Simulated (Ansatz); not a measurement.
For GeSb4Te7 (P-3m1, No. 164, 12 atoms in the cell; start mp-29641), PBE in Ansatz (plane waves, PAW) gives:

```
Item                      Result
------------------  ------------
lattice constant a       4.321 Å
c axis length           24.568 Å
cohesive energy     2.74 eV/atom
```

Question: What does r²SCAN+rVV10 (Ansatz, a first-principles code, plane waves, PAW) give for the same quantities?

Answer: 
- lattice constant a: 4.271 Å (decreases by 1.2 %)
- lattice parameter c: 24.101 Å (falls by 1.9 %)
- cohesive energy: 2.85 eV/atom (goes up by 0.11 eV/atom)

Changes are worked out from the printed values.

Unless a cell is named, each level is at its own relaxed cell (PBE 33.10, r²SCAN+rVV10 31.73 Å³/atom).

Levels without +SOC leave out spin–orbit coupling, which shifts energies and cells of such heavy elements.

Caveats: the relaxation could not lower the start's symmetry, so the cell can be a saddle point above a distorted one (PBE, r²SCAN+rVV10). Ansatz's density-functional and Hartree–Fock values are scalar-relativistic unless marked +SOC, with PAW data made under PBE.

A start named mp-… is a Materials Project structure, which need not be a measured phase.
